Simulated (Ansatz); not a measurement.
System: Al vacancy in zinc-blende AlN (charge state -3). All values below come from PBE, PAW (plane waves to 420 eV; Ansatz, a first-principles code).

64-site cell at the relaxed PBE lattice, the Γ point alone, smearing 0.01 eV, spin-restricted, no finite-size correction. Static, classical nuclei. The host's phase is taken as given; its stability against other phases was not computed. The charge state is imposed; whether it is stable for some Fermi level was not computed. Forms of the defect that were not tried may lie lower.

Barriers: single points on a 2×2×2 k-point mesh shifted by half a step at the bands' geometries.

The step: a nearby Al atom hops onto the vacant site. Atoms about the jump, Cartesian Å from the middle of the jump, before and after:

| atom | x0 | y0 | z0 | x1 | y1 | z1 |
|---|---|---|---|---|---|---|
| Al1 | 0.00 | -1.07 | 1.07 | 0.00 | 1.07 | -1.07 |
| N2 | 1.20 | -0.12 | 0.12 | 1.20 | 0.12 | -0.12 |
| N3 | -1.25 | -0.12 | -2.33 | -1.13 | 0.00 | -2.21 |
| N4 | -1.25 | 2.33 | 0.12 | -1.13 | 2.21 | 0.00 |
| N5 | -1.13 | -2.21 | 0.00 | -1.25 | -2.32 | -0.12 |
| N6 | -1.13 | 0.00 | 2.21 | -1.25 | 0.12 | 2.33 |
| Al7 | -2.20 | -1.07 | -1.13 | -2.20 | -1.13 | -1.07 |
| Al8 | -2.20 | 1.13 | 1.07 | -2.20 | 1.07 | 1.13 |
| N9 | -3.33 | 0.00 | 0.00 | -3.34 | 0.00 | 0.00 |
| Al10 | 2.15 | -1.07 | -1.08 | 2.15 | -1.08 | -1.07 |
| Al11 | 2.15 | 1.08 | 1.07 | 2.15 | 1.07 | 1.08 |

Question: Predict the transition state.

Answer: 
```csv
atom,x,y,z
Al1,-0.42,0.01,0.00
N2,1.34,0.01,0.00
N3,-1.19,-0.10,-2.10
N4,-1.19,2.11,0.10
N5,-1.19,-2.10,-0.10
N6,-1.19,0.11,2.10
Al7,-2.38,-1.16,-1.17
Al8,-2.38,1.17,1.17
N9,-3.41,0.01,0.00
Al10,2.23,-1.09,-1.10
Al11,2.23,1.11,1.10
```
It lies 2.10 eV above the start and 2.10 eV above the end. The saddle point's order was not checked, and it lies on a symmetry element of the cell, where a band can be held.
